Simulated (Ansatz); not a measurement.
The structure below was relaxed with DFT with r2SCAN, PAW potentials and a 500 eV plane-wave cutoff in Ansatz (a first-principles code), scalar-relativistic without spin-orbit coupling.

Space group F-43m (No. 216); a = 5.962 Å, b = 5.962 Å, c = 5.962 Å, α = 90.00°, β = 90.00°, γ = 90.00°

```csv
atom,site,symmetry,x,y,z
Si,4c,-43m,0.2500,0.2500,0.2500
Cd,4a,-43m,0.0000,0.0000,0.0000
```

Write out a cell with all atoms.


```cif
data_Cd4Si4
_chemical_formula_sum 'Si4 Cd4'
_space_group_name_H-M_alt 'P 1'
_space_group_IT_number 1
_cell_length_a 5.96213
_cell_length_b 5.96213
_cell_length_c 5.96213
_cell_angle_alpha 90.000
_cell_angle_beta 90.000
_cell_angle_gamma 90.000
loop_
_space_group_symop_operation_xyz
  'x, y, z'
loop_
_atom_site_label
_atom_site_type_symbol
_atom_site_fract_x
_atom_site_fract_y
_atom_site_fract_z
_atom_site_occupancy
Si1 Si 0.25000 0.25000 0.25000 1
Cd1 Cd 0.00000 0.00000 0.00000 1
Si2 Si 0.25000 0.75000 0.75000 1
Cd2 Cd 0.00000 0.50000 0.50000 1
Si3 Si 0.75000 0.25000 0.75000 1
Cd3 Cd 0.50000 0.00000 0.50000 1
Si4 Si 0.75000 0.75000 0.25000 1
Cd4 Cd 0.50000 0.50000 0.00000 1
```
This is the conventional cell.

No phonon test of stability was made. All final runs are without spin polarisation. The cell was made from CdTe by this change: Te → Si; the result is a hypothetical phase, not in the database extracts checked.
